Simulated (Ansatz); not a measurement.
WS2: pressure series

Consider WS2 in the 2H-MoS2 type structure (space group P6_3/mmc, No. 194; a = 3.154 Å, c = 12.137 Å; layered, stacked along the Cartesian z axis).

Cell and atoms are relaxed at each pressure.

All numbers come from PBE-D3(BJ) (Ansatz, a quantum-chemistry and plane-wave program; PAW; 420 eV plane waves; no spin-orbit coupling).

Computed cases, in order: pressure −2 GPa; pressure −1 GPa; 0 GPa (base); pressure 1.8 GPa; pressure 4.2 GPa; pressure 9 GPa; pressure 18 GPa; pressure 30 GPa; pressure 45 GPa; pressure 60 GPa.

Q: Between which two neighbouring cases does the band gap open or close?

A: Between pressure 18 GPa (0.17 eV) and pressure 30 GPa (zero). The whole series: pressure −2 GPa: 1.13 eV; pressure −1 GPa: 0.98 eV; 0 GPa (base): 0.88 eV; pressure 1.8 GPa: 0.76 eV; pressure 4.2 GPa: 0.64 eV; pressure 9 GPa: 0.45 eV; pressure 18 GPa: 0.17 eV; pressure 30 GPa: zero; pressure 45 GPa: zero; pressure 60 GPa: zero.

A case with no gap was solved on a k-mesh chosen for an insulator, which is coarse for it. Spin-orbit coupling, missing from the scalar runs, can matter with W. Load acts through the strain it causes; cell and atoms are relaxed under it. No phonon test of stability was made. Competing high-pressure phases were not computed. The final runs are not spin-polarised. The zero or small gap of WS2 under pressure 18 GPa, WS2 under pressure 30 GPa and WS2 under pressure 45 GPa can change with the level of theory.
